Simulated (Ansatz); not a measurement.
The starting structures come from a database of crystals and need not be the phases stable at ambient conditions.

Tunnelling through a barrier is set by its complex band structure: the current falls as exp(−2κd) with the smallest κ.

Given:

```
CELL_PARAMETERS angstrom
      4.58215     0.00000     0.00000
      0.14798     4.57976     0.00000
      1.35871     1.31551     5.71203
ATOMIC_POSITIONS crystal
  K  0.15274 0.15274 0.61191
  H  0.79302 0.17032 0.18892
  H  0.17032 0.79302 0.18892
  P  0.65514 0.65514 0.11121
  S  0.61519 0.61519 0.79799
  O  0.89292 0.89292 0.10396
  O  0.73768 0.34882 0.26954
  O  0.34882 0.73768 0.26954
```

Space group of this cell: Cm. The cell is taken as given; by r2SCAN its mean pressure is -2.7 GPa.

Transport runs along the normal of the first two printed cell vectors.

No gap correction and no spin-orbit coupling; mid-gap values are interpolated between computed energies.

### Question
Predict the band gap and the smallest decay constant κ at mid-gap from r2SCAN (Ansatz, a program for electronic structure).

### Answer
Gap 5.09 eV on a 8×8×6 mesh; κ = 0.418 1/Å, at the zone centre.
